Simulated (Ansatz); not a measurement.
```
ZnSe
1.0
    0.00000     2.79653     2.93592
    2.79653     0.00000     2.93592
    2.79653     2.79653     0.00000
Zn Se
1 1
Cartesian
  0.00000   0.00000   0.00000
  4.19480   4.19480   4.40387
```

The numbers are results of r2SCAN with spin-orbit coupling, rigid bands (plane waves, PAW; Ansatz, a first-principles code), not measurements. Condition of this run: uniaxial stress zz = -2 GPa (compression positive) (the target of the relaxation). Cell: cell and atoms relaxed with r2SCAN, then loaded as said.

### Question
What conductivity effective mass do dilute electrons have at 300 K?

### Answer
0.131 mₑ.

### Question
What conductivity effective mass do dilute holes have at 300 K?

### Answer
0.50 (x), 0.50 (y), 0.81 (z) mₑ.

### Question
And the band gap?

### Answer
1.62 eV at this level; semilocal functionals usually fall short of the measured gap.

Rigid bands, one relaxation time for all states, no polarons.
